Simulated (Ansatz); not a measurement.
Structures of equal composition on the (110) surface of bcc Nb: a layer of Ir in place of the second plane; a layer of Ir in place of the third plane. The slabs share one bottom face, and each structure is named by its start. These are constructed structures in small cells; real faces may alloy, dewet or reconstruct in larger ones, and not all known structures of the face are among them. Slabs of about 12 Å with all that they carry, Fermi-Dirac smearing of 0.1 eV. Bottom of the slabs: a bare face, its two planes held. Relaxed from the named starts with such symmetry as they have, on meshes of like density; energies extrapolated to zero smearing; no spin-orbit coupling, no U. Spin-polarised runs, if any, are marked in brackets, and their order is one that fits the cell; the others ran without spin.

All values below come from PBE (plane waves to 420 eV, PAW; Ansatz, an electronic-structure program).

### Question
Order them by energy per 1x1 cell (lowest first) at the level PBE.

### Answer
a layer of Ir in place of the third plane (0.000 eV), a layer of Ir in place of the second plane (0.292 eV)
